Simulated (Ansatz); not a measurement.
# Sr in the fcc (Cu type) structure (space group Fm-3m, No. 225)

```cif
data_Sr
_chemical_formula_sum 'Sr1'
_space_group_name_H-M_alt 'P 1'
_space_group_IT_number 1
_cell_length_a 4.26309
_cell_length_b 4.26309
_cell_length_c 4.26309
_cell_angle_alpha 60.000
_cell_angle_beta 60.000
_cell_angle_gamma 60.000
loop_
_space_group_symop_operation_xyz
  'x, y, z'
loop_
_atom_site_label
_atom_site_type_symbol
_atom_site_fract_x
_atom_site_fract_y
_atom_site_fract_z
_atom_site_occupancy
Sr1 Sr 0.00000 0.00000 0.00000 1
```

Computed with PBE (Ansatz, a program for electronic structure), no SOC. Γ-centred 13×13×13 mesh, Fermi–Dirac width 0.05 eV.

```json
{
  "volume_per_atom": "54.78 Å³",
  "density": "2.66 g/cm³",
  "band_gap": "zero",
  "total_energy": "-3544.221 eV/atom (σ→0; compares only within this code and set-up)"
}
```

Stability against distortions was not tested.
